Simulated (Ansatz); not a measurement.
A (6,2) carbon nanotube, stretched and compressed along its axis from its relaxed period of 15.404 Å, atoms relaxed at each length.

All values below come from PBE (plane waves to 420 eV, PAW; Ansatz, a program for electronic structure). Mesh 1×1×6. No spin polarisation. Periodic along z alone, with about 11 Å of vacuum beside it. An idealised model, rolled from the flat sheet. It keeps the symmetry and period of its start, so it need not be a minimum against all distortions. Buckling under compression is shut out by symmetry and the short period. Energies are free energies at a Fermi–Dirac width of 0.05 eV, from the unstrained cell.

```csv
strain (%),energy (meV a period),axial force (nN),PBE gap (eV)
-3.0,+2676,-19.02,0.47
-1.5,?,?,?
0.0,0,+0.03,0.66
+1.5,+629,+8.59,0.76
+3.0,?,?,?
+6.0,+9276,+30.44,1.04
```

Q: What belongs in the gaps?

A: 
- +3.0, energy (meV a period): +2445
- +3.0, axial force (nN): +16.50
- +3.0, PBE gap (eV): 0.85
- -1.5, energy (meV a period): +652
- -1.5, axial force (nN): -9.17
- -1.5, PBE gap (eV): 0.57
